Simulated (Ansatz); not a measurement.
The parent structure is PbTe in the rock salt structure (space group Fm-3m, No. 225; a = 6.380 Å).

Calculations: plane-wave PAW DFT at the LDA level (Ansatz, an electronic-structure program, 420 eV), spin-orbit coupling left out.

Base values:

- Electron mass = 0.24 mₑ along k, 0.095 mₑ across (at L)

It is then changed as follows: an isotropic linear strain of +2.00 %, atoms relaxed at fixed cell.

Task: How does this affect the electron mass?

Result: The electron mass goes from 0.24 mₑ along k, 0.095 mₑ across (at L) to 0.27 mₑ along k, 0.097 mₑ across (at L).

Task: Estimate the effect on the energy relative to the base.

Result: The energy increases by 17 meV/atom.

Task: How does this affect the mean gap deformation potential ΔEg/Δln V?

Result: The mean gap deformation potential ΔEg/Δln V is +2.0 eV.

Spin-orbit coupling, missing from the scalar runs, can matter with Pb and Te. Effective masses come from finite differences of ±0.01 Å⁻¹. Along k means along the line from Γ to the band edge. No phonon test of stability was made.
